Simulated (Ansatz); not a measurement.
Worked example: self-consistent single point of MgSc (P4mm, 2 atoms in the cell) in Ansatz (a quantum-chemistry and plane-wave program).

Method of the run: PBEsol, default PAW files made with PBE (plane waves; Ansatz).

```xyz
2
Lattice="3.6144 0.0000 0.0000 0.0000 3.6144 0.0000 0.0000 0.0000 3.6144" Properties=species:S:1:pos:R:3 pbc="T T T"
Mg     0.0000     0.0000     0.0500
Sc     1.8072     1.8072     1.8072
```

Reference input (self-consistent single point, DFT, PBEsol, plane waves, default PAW files made with PBE): basis.ecutwfc = 30.9 Ry; kpoints.mp_grid.grid = 9 9 9; hamiltonian.xc = pbesol; hamiltonian.pseudopotentials = {kind: paw} (the program's default PAW files); scf.occupations.method = gaussian; scf.occupations.width = 0.0073 Ry. This run's input differs from it in these lines:

Ansatz 0.2 input:
```diff
@@ -9,3 +9,3 @@
 basis:
-  ecutwfc: 30.9 Ry
+  ecutwfc: 10.7 Ry
 kpoints:
```

Output (repeated stretches shortened):

```
SCF iter   1: F=—  HF=-3992.863675 eV  |F-HF|=—  |Δ(HF+E_count)|=         —  Δρ=1.46e-1  dr2=5.27e0  ethr=1.77e-3  ⟨swp⟩=2.7  Hψ=4152  notcnv=0
all-band conjugate gradients solve this SCF's bands
preconditioner: auto → none
SCF iter   2: F=—  HF=-3989.369656 eV  |F-HF|=—  |Δ(HF+E_count)|=    3.49e0  Δρ=6.54e-2  dr2=1.08e0  ethr=1.77e-3  ⟨swp⟩=2.0  Hψ=2835  notcnv=0  defer=15
   [... lines left out ...]
SCF iter   6: F=—  HF=-3988.685191 eV  |F-HF|=—  |Δ(HF+E_count)|=   3.74e-5  Δρ=3.14e-5  dr2=2.70e-7  ethr=1.06e-6  ⟨swp⟩=2.0  Hψ=1326  notcnv=0  defer=13
SCF iter   7: F=—  HF=-3988.685591 eV  |F-HF|=—  |Δ(HF+E_count)|=   4.00e-4  Δρ=4.21e-5  dr2=1.13e-6  ethr=4.76e-10  ⟨swp⟩=7.2  Hψ=5521  notcnv=0
SCF iter   8: F=—  HF=-3988.685591 eV  |F-HF|=—  |Δ(HF+E_count)|=   1.04e-7  Δρ=3.31e-5  dr2=6.39e-7  ethr=1.29e-9  ⟨swp⟩=1.1  Hψ=1121  notcnv=0
SCF iter   9: F=-3988.685591 eV  HF=-3988.685591 eV  |F-HF|=3.33e-8  |Δ(HF+E_count)|=   6.51e-8  Δρ=1.01e-5  dr2=7.52e-8  ethr=4.76e-10  ⟨swp⟩=2.0  Hψ=3636  notcnv=0
SCF 1 converged in 9 iterations: F = -3988.685591 eV  dr2 = 7.52e-8
Free energy (F): -3988.685591 eV
Internal energy: -3988.668227 eV  (E = F + TS)
E sigma→0 (E₀):  -3988.676909 eV
Entropy (-TS):   -0.017364 eV (-8.682 meV/atom)
Fermi energy:    7.515843 eV
--- Forces (eV/Å), atoms counted from 1 ---
  atom   1  Mg    -0.00000000     0.00000000    -0.06035629
  atom   2  Sc     0.00000000     0.00000000     0.06066284
--- Stress (GPa, compression-positive) ---
       -0.014855       0.000000       0.000000
        0.000000      -0.014855       0.000000
        0.000000       0.000000      -0.040260
  P = ⅓ Tr σ = -0.0233 GPa (-0.233 kbar)
  The stress holds the Pulay correction. Without it, at fixed plane waves, as pw.x and ABINIT print it: P = -444.5358 GPa
```

The run converged in 9 iterations. Against the reference run the free energy rises by 17.4 eV/atom, the pressure goes from -2.05 to -0.02 GPa and the largest force goes from 0.181 to 0.061 eV/Å.

The starting cell comes from a database of computed structures (which also holds hypothetical and non-ambient phases and stackings), without a prior relaxation at this level. Its lattice was rescaled by up to half a per cent. One atom was moved a little off its site on purpose. Ansatz's pressure includes its estimate of the finite-basis (Pulay) stress. Without the estimate this run gives -444.54 GPa. The cutoff lies below the one recommended for these files.
